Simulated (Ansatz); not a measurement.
We consider stishovite (SiO2), described by r²SCAN-D4 (PAW; Ansatz, a quantum-chemistry and plane-wave program).

The input as run:

Ansatz 0.2 input:
```yaml
crystal:
  lattice:
    - [4.1745411333, 0.0, 0.0]
    - [0.0, 4.1745411333, 0.0]
    - [0.0, 0.0, 2.6654040247]
  atoms:
    - { symbol: Si, position: [0.0, 0.0, 0.0] }
    - { symbol: Si, position: [0.5, 0.5, 0.5] }
    - { symbol: O, position: [0.3058622051, 0.3058622051, 0.0] }
    - { symbol: O, position: [0.8058622051, 0.1941377949, 0.5] }
    - { symbol: O, position: [0.1941377949, 0.8058622051, 0.5] }
    - { symbol: O, position: [0.6941377949, 0.6941377949, 0.0] }
basis:
  ecutwfc: 560
  ecutrho_ratio: 4
  xc_grid: 3
kpoints:
  mp_grid: { grid: [8, 8, 12] }
  band_path:
    path:
      - [0.0, 0.0, 0.0]
      - [0.0, 0.071429, 0.0]
      - [0.0, 0.142857, 0.0]
      - [0.0, 0.214286, 0.0]
      - [0.0, 0.285714, 0.0]
      - [0.0, 0.357143, 0.0]
      - [0.0, 0.428571, 0.0]
      - [0.0, 0.5, 0.0]
      - [0.071429, 0.5, 0.0]
      - [0.142857, 0.5, 0.0]
      - [0.214286, 0.5, 0.0]
      - [0.285714, 0.5, 0.0]
      - [0.357143, 0.5, 0.0]
      - [0.428571, 0.5, 0.0]
      - [0.5, 0.5, 0.0]
      - [0.45, 0.45, 0.0]
      - [0.4, 0.4, 0.0]
      - [0.35, 0.35, 0.0]
      - [0.3, 0.3, 0.0]
      - [0.25, 0.25, 0.0]
      - [0.2, 0.2, 0.0]
      - [0.15, 0.15, 0.0]
      - [0.1, 0.1, 0.0]
      - [0.05, 0.05, 0.0]
      - [0.0, 0.0, 0.041667]
      - [0.0, 0.0, 0.083333]
      - [0.0, 0.0, 0.125]
      - [0.0, 0.0, 0.166667]
      - [0.0, 0.0, 0.208333]
      - [0.0, 0.0, 0.25]
      - [0.0, 0.0, 0.291667]
      - [0.0, 0.0, 0.333333]
      - [0.0, 0.0, 0.375]
      - [0.0, 0.0, 0.416667]
      - [0.0, 0.0, 0.458333]
      - [0.0, 0.0, 0.5]
      - [0.0, 0.071429, 0.5]
      - [0.0, 0.142857, 0.5]
      - [0.0, 0.214286, 0.5]
      - [0.0, 0.285714, 0.5]
      - [0.0, 0.357143, 0.5]
      - [0.0, 0.428571, 0.5]
      - [0.0, 0.5, 0.5]
      - [0.071429, 0.5, 0.5]
      - [0.142857, 0.5, 0.5]
      - [0.214286, 0.5, 0.5]
      - [0.285714, 0.5, 0.5]
      - [0.357143, 0.5, 0.5]
      - [0.428571, 0.5, 0.5]
      - [0.5, 0.5, 0.5]
      - [0.45, 0.45, 0.5]
      - [0.4, 0.4, 0.5]
      - [0.35, 0.35, 0.5]
      - [0.3, 0.3, 0.5]
      - [0.25, 0.25, 0.5]
      - [0.2, 0.2, 0.5]
      - [0.15, 0.15, 0.5]
      - [0.1, 0.1, 0.5]
      - [0.05, 0.05, 0.5]
      - [0.0, 0.5, 0.041667]
      - [0.0, 0.5, 0.083333]
      - [0.0, 0.5, 0.125]
      - [0.0, 0.5, 0.166667]
      - [0.0, 0.5, 0.208333]
      - [0.0, 0.5, 0.25]
      - [0.0, 0.5, 0.291667]
      - [0.0, 0.5, 0.333333]
      - [0.0, 0.5, 0.375]
      - [0.0, 0.5, 0.416667]
      - [0.0, 0.5, 0.458333]
      - [0.5, 0.5, 0.041667]
      - [0.5, 0.5, 0.083333]
      - [0.5, 0.5, 0.125]
      - [0.5, 0.5, 0.166667]
      - [0.5, 0.5, 0.208333]
      - [0.5, 0.5, 0.25]
      - [0.5, 0.5, 0.291667]
      - [0.5, 0.5, 0.333333]
      - [0.5, 0.5, 0.375]
      - [0.5, 0.5, 0.416667]
      - [0.5, 0.5, 0.458333]
    npoints: 1
hamiltonian:
  xc: r2scan
  dispersion: d4
  pseudopotentials: { kind: paw }
scf:
  occupations: { method: fermi_dirac, width: 0.01 }
  convergence: { dr2_threshold: 0.0000000006 }
output:
  forces: true
  stress: true
  eigenvalues: true
  write_bands: true
```

Excerpt of the program's output:

```
Crystal: 6 atoms, lattice volume = 46.449 Å³
Basis set: ecut = 560 eV, 1391 PW (Γ), exchange–correlation on 108×108×72 points (27 copies of the dense FFT grid, shifted against one another)
Bands: 22, of which v1, the nominal top of the filled ones, is band 16 counted from 1 (15 counted from 0)
Symmetry: 16 space group operations
Space group: P42/mnm (ITA 136), of the structure as read, at distance tolerance 3.6e-5 Å
k-points: 105 of 768
Functional: x = r2scan, c = r2scan; τ floored in thin density (d = 2e-4 eV/Å³)
SCF iter   1: F=—  HF=-3559.682277 eV  |F-HF|=—  |Δ(HF+E_count)|=         —  Δρ=1.20e-2  dr2=5.91e-2  dr2_τ=5.29e-1
SCF iter   2: F=—  HF=-3559.983480 eV  |F-HF|=—  |Δ(HF+E_count)|=   3.01e-1  Δρ=6.54e-3  dr2=7.35e-3  dr2_τ=1.49e-3
  ...
SCF iter   7: F=—  HF=-3559.984295 eV  |F-HF|=—  |Δ(HF+E_count)|=   1.10e-8  Δρ=1.39e-6  dr2=6.14e-10  dr2_τ=5.14e-11
SCF iter   8: F=-3559.984295 eV  HF=-3559.984295 eV  |F-HF|=1.18e-11  |Δ(HF+E_count)|=  2.47e-10  Δρ=4.38e-7  dr2=6.50e-11  dr2_τ=3.04e-12
SCF 1 converged in 8 iterations: F = -3559.984295 eV  dr2 = 6.50e-11
SCF converged after 8 iterations
Free energy (F): -3559.984295 eV
Internal energy: -3559.984295 eV  (E = F + TS)
E sigma→0 (E₀):  -3559.984295 eV
Fermi energy:    13.533074 eV
--- Forces (eV/Å), atoms counted from 1 ---
  atom   1  Si     0.00000000     0.00000000     0.00000000
  atom   2  Si     0.00000000    -0.00000000     0.00000000
  atom   3  O     -0.00102605    -0.00102605     0.00000000
  atom   4  O     -0.00102605     0.00102605     0.00000000
  atom   5  O      0.00102605    -0.00102605     0.00000000
  atom   6  O      0.00102605     0.00102605     0.00000000
--- Stress (GPa, compression-positive) ---
       -0.006742       0.000000       0.000000
        0.000000      -0.006742       0.000000
        0.000000       0.000000       0.019528
  P = ⅓ Tr σ = 0.0020 GPa (0.020 kbar)
```

The PAW data were made under PBE.
